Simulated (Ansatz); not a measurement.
Abridged Ansatz (a program for electronic structure) output:

```
Relaxation: its limit of steps is 50 (relax.max_steps)
Pseudopotential: As, paw, valence charge 15
Pseudopotential: Ba, paw, valence charge 10
Crystal: 5 atoms, lattice volume = 191.003 Å³
Basis set: ecut = 500 eV, 4843 PW (Γ), exchange–correlation on 180×180×216 points (64 copies of the dense FFT grid, shifted against one another)
Bands: 36, of which v1, the nominal top of the filled ones, is band 30 counted from 1 (29 counted from 0)
Symmetry: 12 space group operations
k-points: 32 of 245
Functional: x = r2scan, c = r2scan; τ floored in thin density (d = 2e-4 eV/Å³)
SCF iter   1: F=—  HF=-27628.991832 eV  |F-HF|=—  |Δ(HF+E_count)|=         —  Δρ=5.14e-3  dr2=1.43e-1  dr2_τ=1.16e-2  ethr=1.77e-3  ⟨swp⟩=11.3  Hψ=6042  notcnv=0
SCF iter   2: F=—  HF=-27629.128962 eV  |F-HF|=—  |Δ(HF+E_count)|=   1.37e-1  Δρ=2.12e-3  dr2=1.47e-2  dr2_τ=8.29e-4  ethr=2.38e-4  ⟨swp⟩=4.1  Hψ=2702  notcnv=0  defer=34
SCF 1 converged in 7 iterations: F = -27629.127849 eV  dr2 = 5.25e-8
relax step   1: F+E_penalty+E_count = -27629.12784902 eV  Δ(F+E_penalty+E_count) = +0.000e0 eV  max|allowed force component| = 3.788e-3 eV/Å  Δτ_max = 0.0000 Å  P = +0.002 GPa  Ω = 191.003 Å³  (7 SCF iters, dr2 threshold 1.00e-7 eV, accepted)
[... steps on the carried basis left out ...]
relax step   8: F+E_penalty+E_count = -27628.92281373 eV  Δ(F+E_penalty+E_count) = +2.019e-4 eV  max|allowed force component| = 2.167e-4 eV/Å  Δτ_max = 0.0000 Å  P = +1.666 GPa  Ω = 182.095 Å³  stress off target by 1.02e-3 GPa  SCF on the basis re-selected at this cell (its energy is not comparable with the rows above)  (8 SCF iters)
SCF converged after 8 iterations
Free energy (F): -27628.922814 eV
Internal energy: -27628.921159 eV  (E = F + TS)
E sigma→0 (E₀):  -27628.921986 eV
Entropy (-TS):   -0.001655 eV (-0.331 meV/atom)
Fermi energy:    8.420806 eV
--- Forces (eV/Å), atoms counted from 1 ---
  atom   1  As     0.00000000     0.00000000    -0.00013704
  atom   2  As     0.00000000    -0.00000000     0.00013704
  atom   3  Ba     0.00000000    -0.00000000     0.00000000
  atom   4  Ba     0.00000000     0.00000000    -0.00021669
  atom   5  Ba     0.00000000    -0.00000000     0.00021669
--- Stress (GPa, compression-positive) ---
       -0.000088       0.000000      -0.000000
        0.000000      -0.000088      -0.000000
       -0.000000      -0.000000       4.998979
  P = ⅓ Tr σ = 1.6663 GPa (16.663 kbar)
--- Relaxed structure (7 steps of the walk, 7 accepted, 1 SCFs on fresh bases) ---
  cell:  # Å, volume = 182.0946 Å³
    - [5.701243018088973, 1.1824360459431786e-33, -2.9230285806786143e-33]
    - [-2.8506215090444864, 4.937421286813715, -9.317534698558389e-33]
    - [-3.3894689656449306e-33, -1.6407494862060118e-32, 6.4688542774872095]
  atoms:
    - { symbol: As, position: [0.33333333333333326, 0.6666666666666665, 0.21372562483189908] }
    - { symbol: As, position: [0.6666666666666666, 0.33333333333333326, 0.786274375168101] }
    - { symbol: Ba, position: [-2.39456566402344e-34, -2.124501015565276e-35, -1.4708723531134782e-19] }
    - { symbol: Ba, position: [0.33333333333333326, 0.6666666666666665, 0.7081098178816808] }
    - { symbol: Ba, position: [0.6666666666666666, 0.33333333333333326, 0.2918901821183192] }
```

Q: What was computed, and what are the main results?

A: Ba3As2, 5 atoms in the cell, with plane-wave PAW DFT at the r2SCAN level (Ansatz, 500 eV), no spin-orbit coupling, from a series relaxed to a target (uniaxial stress, 5 GPa compression along z). The last SCF converged to F = -27628.922814 eV, or -5525.7846 eV per atom. The total energy compares only with runs of the same code, potentials and settings.

A case with no gap was solved on a k-mesh chosen for an insulator, which is coarse for it. Load acts through the strain it causes; cell and atoms are relaxed under it. Beyond what the load breaks, stability against distortions was not tested. All final runs are without spin polarisation. The cell was made from Ba3As2 (space group P-3m1, No. 164; a hypothetical phase, not in the database extracts checked) by this change: uniaxial stress, 5 GPa compression along z.

Keys are those of Ansatz 0.2.
